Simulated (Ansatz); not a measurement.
System: CsCdBr3 (P6₃/mmc, No. 194, 10 atoms in the cell; start COD 1527655). Method: B3LYP (VWN-RPA form) in Ansatz (PAW).

Settings: plane-wave cutoff 460 eV, 3×3×4 k mesh (along the axes of the cell as run), Fermi–Dirac smearing 0.01 eV, scalar-relativistic PAW data made under PBE.

Cell (measured lattice):

CdCsBr3 is modelled in the hexagonal space group P6₃/mmc (No. 194), Pearson symbol hP10. Cell: a = 7.8610 Å, b = 7.8610 Å, c = 6.7260 Å, α = 90.00°, β = 90.00°, γ = 120.00°. Cs on 2d sees 12 Br at 3.931–4.057 Å (anticuboctahedral). Cd on 2a is coordinated by 6 Br at 2.825 Å (octahedral). Br on 6h is coordinated by 2 Cd at 2.825 Å and 4 Cs at 3.931–4.057 Å. (Neighbours: up to the widest gap in distance over summed covalent radii, below 1.35, at either atom; cation-cation and far metal-metal contacts left out.)

Question: Estimate the band gap that the calculation returns.

Answer: 
band gap: 4.25 eV

Note: the file's cell can be that of a phase stable at another temperature; cell and atoms aren't relaxed at this level (pressure 0.8 GPa).

Spin–orbit coupling is not included.

Static lattice: no zero-point or thermal effects.

Cost on a shared machine: about 10 core-minutes (a rough figure).

Ansatz is a program for electronic structure.
